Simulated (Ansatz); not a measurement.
## TiO2: uniaxial strain ε_zz = −1.20 %

Take TiO$_{2}$ in the anatase structure (space group I4_1/amd, No. 141; a = 3.770 Å, c = 9.552 Å) as the base. Axes: x, y, z lie along a, b, c of the conventional cell.

Perturbation: the cell is compressed by 1.20 % along z with no lateral relaxation, atoms relaxed at fixed cell.

Method: PBEsol in Ansatz (plane waves to 420 eV, PAW, without spin-orbit coupling). Settings: 12×12×12 k-points, 0.05 eV Fermi–Dirac smearing.

The volume per atom falls by 0.136 Å³ to 11.18 Å³ and the space group is still I4_1/amd (No. 141). The energy rises by 1.0 meV/atom and the pressure (mean of the normal stresses, compression positive) goes from zero to 2.02 GPa. The band gap decreases by 0.04 eV, from 2.11 eV to 2.07 eV and the gap character stays indirect, Γ–X (87 % along) → Γ. The width of the top valence band grows by 0.02 eV (0.84 eV → 0.86 eV) and the largest internal atomic displacement amounts to 0.014 Å. The stress (xx, yy, zz, yz, xz, xy; compression positive) amounts to (1.82, 1.82, 2.41, 0.00, 0.00, 0.00) GPa.

Stability against distortions was not tested. All final runs are without spin polarisation.

Ansatz is a first-principles code.
